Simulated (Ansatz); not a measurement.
The starting structures come from a database of crystals and need not be the phases stable at ambient conditions.

By PBEsol, the system below comes out a metal.

A figure of merit of an interconnect metal is its ballistic conductance per area.

Data:

```
Mo2N
1.0
    4.17046     0.00000     0.00000
    0.00000     4.17046     0.00000
    2.08523    -2.08523     3.89559
Mo N
4 2
Direct
  0.01304   0.48696   0.97392
  0.76304   0.23696   0.47392
  0.23696   0.76304   0.52608
  0.48696   0.01304   0.02608
  0.75000   0.75000   0.50000
  0.50000   0.50000   0.00000
```

The cell is strained (all lengths scaled by 0.98); by PBEsol it stands under a pressure of 14.2 GPa.

The current flows along the normal of the first two printed cell vectors, the (001) plane of the conventional cell. No spin-orbit coupling; the value is a mean over 0.1 eV about the Fermi level.

### Question
State the ballistic conductance per area according to PBEsol run with Ansatz (an electronic-structure program).

### Answer
0.90 × 10¹⁵ S/m² for both spins.
